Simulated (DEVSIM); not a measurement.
## illuminated Si p-on-n cell, one wavelength

Device: illuminated Si p-on-n cell, one wavelength, at 300 K.

```tsv
layer (left to right)	material	thickness (μm)	Nd (cm⁻³)	Na (cm⁻³)	τn (s)	τp (s)	absorption coefficient (cm⁻¹)
1	Si	0.0830	-	1.3e19	3.2e-5	3.2e-6	16000
2	Si	58.0	5e16	-	7.2e-5	7.2e-5	16000
```

Left contact: ohmic, minority electron recombination velocity 100 cm/s. Right contact: ohmic, minority hole recombination velocity 4e5 cm/s. Voltage is applied to the left contact. Recombination: SRH at mid-gap, radiative, Auger. Light enters at the left, 2.1e18 photons cm⁻² s⁻¹, one pass, no reflection. Mobility is μmin + (μ − μmin)/(1 + (N/Nref)^α).

The device is made up for the run: typed textbook-type constants, with dimensions and the other settings drawn at random. Values at 300 K.

| parameter | Si |
|---|---|
| gap (eV) | 1.124 |
| affinity (eV) | 4.05 |
| permittivity | 11.7 |
| Nc (cm⁻³) | 2.86e19 |
| Nv (cm⁻³) | 3.1e19 |
| μn (cm²/Vs) | 1417 |
| μp (cm²/Vs) | 470 |
| μn,min | 52 |
| μp,min | 45 |
| Nref,n | 9.7e16 |
| Nref,p | 2.2e17 |
| αn | 0.68 |
| αp | 0.72 |
| B (cm³/s) | 4.7e-15 |
| Cn (cm⁶/s) | 2.8e-31 |
| Cp (cm⁶/s) | 9.9e-32 |

DEVSIM, 1D drift-diffusion, Boltzmann statistics, complete ionisation; no tunnelling, impact ionisation, image-force lowering or self-heating.

Potential step across the device at zero bias: 0.937 V
Largest field in the device at zero bias: 210000 V/cm
Dark forward voltage at 1 A/cm²: 0.728 V
Dark forward voltage at 100 A/cm²: 0.880 V
Short-circuit current: 334 mA/cm²
Open-circuit voltage: 0.699 V
Fill factor: 0.85
Largest power: 197 mW/cm²
Share of generated pairs collected at short circuit: 0.992

Dark forward current:

| V (V) | J (A/cm²) |
|---|---|
| 0.05 | 2.8e-11 |
| 0.15 | 4.6e-10 |
| 0.20 | 2.1e-9 |
| 0.30 | 7.2e-8 |
| 0.35 | 4.8e-7 |
| 0.45 | 2.2e-5 |
| 0.50 | 0.00015 |
| 0.60 | 0.0073 |
| 0.65 | 0.051 |
| 0.75 | 2.2 |
| 0.80 | 12 |
| 0.90 | 160 |
| 0.95 | 480 |
| 1.05 | 2200 |

Current under light (generator sign):

| V (V) | J (mA/cm²) |
|---|---|
| 0.00 | 334 |
| 0.10 | 334 |
| 0.20 | 334 |
| 0.32 | 334 |
| 0.42 | 334 |
| 0.54 | 333 |
| 0.56 | 332 |
| 0.58 | 330 |
| 0.60 | 326 |
| 0.62 | 317 |
| 0.64 | 299 |
| 0.66 | 259 |
| 0.68 | 172 |
| 0.70 | -13.7 |
